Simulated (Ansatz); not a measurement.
This Ansatz (a program for electronic structure) input is the reference run, SiC (space group P6_3mc, No. 186), computed with PBEsol/PAW in Ansatz, without spin-orbit coupling:

Ansatz 0.2 input:
```yaml
crystal:
  lattice:
    - [3.0789025717, 0, 0]
    - [-1.5394512859, 2.6664078429, 0]
    - [0, 0, 15.1068759573]
  atoms:
    - { symbol: Si, position: [0, 0, 0.9998184363] }
    - { symbol: Si, position: [0, 0, 0.4998184363] }
    - { symbol: Si, position: [0.6666666667, 0.3333333333, 0.8330980056] }
    - { symbol: Si, position: [0.3333333333, 0.6666666667, 0.3330980056] }
    - { symbol: Si, position: [0.6666666667, 0.3333333333, 0.1666042701] }
    - { symbol: Si, position: [0.3333333333, 0.6666666667, 0.6666042701] }
    - { symbol: C, position: [0, 0, 0.8744678111] }
    - { symbol: C, position: [0, 0, 0.3744678111] }
    - { symbol: C, position: [0.6666666667, 0.3333333333, 0.708102289] }
    - { symbol: C, position: [0.3333333333, 0.6666666667, 0.208102289] }
    - { symbol: C, position: [0.6666666667, 0.3333333333, 0.0416091878] }
    - { symbol: C, position: [0.3333333333, 0.6666666667, 0.5416091878] }
basis: { ecutwfc: 420, ecutrho_ratio: 4, xc_grid: 2, fft_grid_basis: typed }
kpoints: { mp_grid: { grid: [10, 10, 2] } }
hamiltonian:
  xc: pbesol
  dispersion: none
  pseudopotentials: { kind: paw }
scf: { occupations: { method: fermi_dirac, width: 0.05 }, convergence: { dr2_threshold: 0.0000000012 } }
output: { forces: true, stress: true }
```

**Question.** Write the input for this change: the cell is scaled by 0.9902 in all directions, atoms relaxed at fixed cell.

**Answer.** 
Ansatz 0.2 input:
```yaml
crystal:
  lattice:
    - [3.0487293265, 0, 0]
    - [-1.5243646633, 2.640277046, 0]
    - [0, 0, 14.9588285729]
  atoms:
    - { symbol: Si, position: [0, 0, 0.9998184363] }
    - { symbol: Si, position: [0, 0, 0.4998184363] }
    - { symbol: Si, position: [0.6666666667, 0.3333333333, 0.8330980056] }
    - { symbol: Si, position: [0.3333333333, 0.6666666667, 0.3330980056] }
    - { symbol: Si, position: [0.6666666667, 0.3333333333, 0.1666042701] }
    - { symbol: Si, position: [0.3333333333, 0.6666666667, 0.6666042701] }
    - { symbol: C, position: [0, 0, 0.8744678111] }
    - { symbol: C, position: [0, 0, 0.3744678111] }
    - { symbol: C, position: [0.6666666667, 0.3333333333, 0.708102289] }
    - { symbol: C, position: [0.3333333333, 0.6666666667, 0.208102289] }
    - { symbol: C, position: [0.6666666667, 0.3333333333, 0.0416091878] }
    - { symbol: C, position: [0.3333333333, 0.6666666667, 0.5416091878] }
basis: { ecutwfc: 420, ecutrho_ratio: 4, xc_grid: 2, fft_grid_basis: typed }
kpoints: { mp_grid: { grid: [10, 10, 2] } }
hamiltonian:
  xc: pbesol
  dispersion: none
  pseudopotentials: { kind: paw }
scf: { occupations: { method: fermi_dirac, width: 0.05 }, convergence: { dr2_threshold: 0.0000000012 } }
relax: { f_tol: 0.005, max_steps: 50 }
output: { forces: true, stress: true }
checkpoint: { write: state.ck, write_every: 1000 }
```
This is the input that was run.

The cells carry an imposed strain or load. No phonon test of stability was made.
